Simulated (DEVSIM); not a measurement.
Device: double heterostructure, Si between p- and n-type GaP, at 350 K.

```
layer (left to right)  material  thickness (μm)  Nd (cm⁻³)  Na (cm⁻³)  τn (s)  τp (s)
---------------------  --------  --------------  ---------  ---------  ------  ------
1                           GaP           0.580          -     3.5e17  3.5e-7  3.5e-7
2                            Si          0.0420     2.6e15          -  3.5e-7  3.5e-7
3                           GaP           0.810       1e17          -  3.5e-7  3.5e-7
```

Left contact: ohmic. Right contact: ohmic. Voltage is applied to the left contact. Recombination: SRH at mid-gap, radiative, Auger. Mobility is constant in doping. Where it depends on doping, it is μmin + (μ − μmin)/(1 + (N/Nref)^α).

Constants are typed, rounded textbook-type inputs, not results; the design itself was drawn at random and stands for no fabricated device. Values at 300 K; Nc and Nv go as T^1.5, mobilities as T to minus their exponent, the gap by Varshni's rule with the affinity fixed. The table also holds parameters that only a changed run uses.

```
parameter             GaP        Si
----------------  -------  --------
gap (eV)             2.26     1.124
affinity (eV)         3.8      4.05
permittivity         11.1      11.7
Nc (cm⁻³)          1.8e19   2.86e19
Nv (cm⁻³)          1.9e19    3.1e19
μn (cm²/Vs)           250      1417
μp (cm²/Vs)           150       470
μn,min                 10        52
μp,min                 10        45
Nref,n             4.4e18    9.7e16
Nref,p               1e18    2.2e17
αn                    0.8      0.68
αp                   0.85      0.72
T exponent of μn      1.6       2.3
T exponent of μp     1.98       2.2
B (cm³/s)           1e-13   4.7e-15
Cn (cm⁶/s)          1e-30   2.8e-31
Cp (cm⁶/s)          1e-30   9.9e-32
Varshni α (eV/K)  0.00058  0.000473
Varshni β (K)         372       636
```

Simulated with DEVSIM: 1D drift-diffusion, Boltzmann statistics, complete ionisation; no tunnelling, impact ionisation, image-force lowering or self-heating. Band offsets follow the typed affinities; no thermionic-emission limit at abrupt steps, no polarisation charge.

Base results: dark forward voltage at 1 A/cm² (V) 1.268.

What follows from this one change: doping-dependent mobility in place of the constant one?

dark forward voltage at 1 A/cm² 1.268 → 1.278 V.

What follows from this one change: Auger recombination switched off?

dark forward voltage at 1 A/cm² 1.268 → 1.279 V.
